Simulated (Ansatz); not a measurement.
The parent structure is HfO2 (space group P4_2/nmc, No. 137).

```xyz
6
Lattice="3.5671 0.0000 0.0000 0.0000 3.5671 0.0000 0.0000 0.0000 5.1660" Properties=species:S:1:pos:R:3 pbc="T T T"
Hf     0.0000     0.0000     0.0000
Hf     1.7835     1.7835     2.5830
O      0.0000     1.7835     1.0337
O      0.0000     1.7835     3.6167
O      1.7835     0.0000     1.5493
O      1.7835     0.0000     4.1323
```

Calculations: plane-wave PAW DFT at the PBEsol level (Ansatz, an electronic-structure program, 420 eV), scalar-relativistic without spin-orbit coupling.

For the base:

- Shortest interatomic distance: 3.896 bohr
- Electron mass: 0.96 mₑ along c, 0.78 mₑ across (at Γ)
- Band gap: 4.57 eV
- Gap character: indirect, A → Γ

It is then changed as follows: full substitution Hf → Zr, then cell and atoms are relaxed.

Tabulated Pauling electronegativity and covalent radius: Hf 1.30, 1.75 Å; Zr 1.33, 1.75 Å.

Q: Estimate the effect on the shortest interatomic distance, electron mass, band gap and gap character.

A: The shortest interatomic distance rises by 0.023 bohr to 3.919 bohr; the electron mass changes from 0.96 mₑ along c, 0.78 mₑ across (at Γ) to 2.1 mₑ along c, 0.57 mₑ across (at Γ); the band gap shrinks by 0.57 eV, from 4.57 eV to 4.00 eV; the gap character changes from indirect, A → Γ to indirect, M–Γ (56 % along) → Γ.

With Hf present, leaving out spin-orbit coupling can change the band edges. Masses are band curvatures over ±0.01 Å⁻¹ around the edge. Stability against distortions was not tested. This is not the structure that ZrO2 has at room temperature and ambient pressure. This is not the structure that HfO2 has at room temperature and ambient pressure.
